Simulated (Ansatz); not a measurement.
The starting structures come from a database of crystals and need not be the phases stable at ambient conditions.

By PBEsol, the system below comes out a metal.

Consider the following.

```
CELL_PARAMETERS angstrom
      6.39402     0.00000     0.00000
      0.00000     8.74087     0.00000
      0.00000     4.37044     4.37044
ATOMIC_POSITIONS crystal
  Ga 0.00000 0.50000 0.50000
  Ga 0.50000 0.50000 0.50000
  Ga 0.50000 0.00000 0.50000
  Ga 0.00000 0.00000 0.50000
  Ga 0.25701 0.34826 0.00000
  Ga 0.74299 0.65174 0.00000
  Ga 0.75701 0.84826 0.30348
  Ga 0.24299 0.15174 0.69652
  Ga 0.25701 0.65174 0.00000
  Ga 0.74299 0.34826 0.00000
  Ga 0.75701 0.15174 0.69652
  Ga 0.24299 0.84826 0.30348
  Co 0.00000 0.15591 0.00000
  Co 0.00000 0.84409 0.00000
  Co 0.50000 0.65591 0.68818
  Co 0.50000 0.34409 0.31182
```

Space group of this cell: P4_2/mnm. The cell is taken as given; by PBEsol its mean pressure is -0.9 GPa.

The current flows along the normal of the first two printed cell vectors, the (110) plane of the conventional cell. No spin-orbit coupling; the value is a mean over 0.1 eV about the Fermi level.

**Question.** Give the ballistic conductance per area that PBEsol run with Ansatz (a first-principles code) yields.

**Answer.** 0.20 × 10¹⁵ S/m² for both spins.
